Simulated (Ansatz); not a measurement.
TaN: N → Bi

The reference is TaN in the rock salt structure (space group Fm-3m, No. 225; a = 4.375 Å).

One thing is altered: every N is replaced by Bi, then cell and atoms are relaxed.

The values are results of plane-wave PAW DFT at the PBEsol level (Ansatz, a first-principles code, 420 eV), spin-orbit coupling left out, earlier PAW set, not measurements. Settings: 14×14×14 k-points, 0.05 eV Fermi–Dirac smearing, for the changed cell.

The density drops by 1.803 g/cm³, from 15.47 g/cm³ to 13.66 g/cm³ and the lattice parameter a goes up by 1.3696 Å, from 4.375 Å to 5.744 Å. The space group remains Fm-3m (No. 225) and the shortest interatomic distance grows by 0.685 Å (2.187 Å → 2.872 Å). The band gap remains zero.

Whether these cells are dynamically stable was not tested. As relaxed here, TaBi is a hypothetical phase, not in the database extracts checked. The final runs are not spin-polarised. TaBi has a high density of states at the Fermi level and may be magnetic at this level. This is not the structure that TaN has at room temperature and ambient pressure.
